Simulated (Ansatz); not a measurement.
Results of HSE06 in Ansatz (PAW) for AlN (model structure, started from the BeO type, P4₂/mnm, No. 136, 8 atoms in the cell).

Numerical settings: plane-wave cutoff 460 eV, 4×4×8 k mesh (along the axes of the cell as run), Fermi–Dirac smearing 0.01 eV, scalar-relativistic PAW data made under PBE.

The cell is the one relaxed with PBEsol. Conventional cell: a = 5.2943 Å, b = 5.2943 Å, c = 3.1089 Å, α = 90.00°, β = 90.00°, γ = 90.00°.

```
CELL_PARAMETERS angstrom
      5.29433     0.00000     0.00000
      0.00000     5.29433     0.00000
      0.00000     0.00000     3.10888
ATOMIC_POSITIONS crystal
  Al 0.32285 0.67715 0.00000
  Al 0.67715 0.32285 0.00000
  Al 0.82285 0.82285 0.50000
  Al 0.17715 0.17715 0.50000
  N  0.31530 0.31530 0.00000
  N  0.68470 0.68470 0.00000
  N  0.18470 0.81530 0.50000
  N  0.81530 0.18470 0.50000
```

Task: List the 22 lowest band energies at Γ above −25 eV (eV, relative to the valence band maximum), grouping those that round alike.

Result: At Γ: -16.57, -14.45 (×2), -14.15, -6.46, -5.26, -4.05 (×2), -2.95, -2.25, -0.94 (×2), -0.55, -0.12 (×2), -0.01, 5.14, 7.41, 7.89, 8.57 (×2), 10.71.

Note: the run warned that its exchange threshold was loose for the stress; the relaxation could raise the start's symmetry but not lower it, so the cell can be a saddle point; cell and atoms aren't relaxed at this level (pressure -1.8 GPa).

A model structure was made by putting elements into a prototype or built by hand; it is no filed structure, need not be a known phase, and can be a saddle point held by its symmetry.

Ansatz is a program for electronic structure.
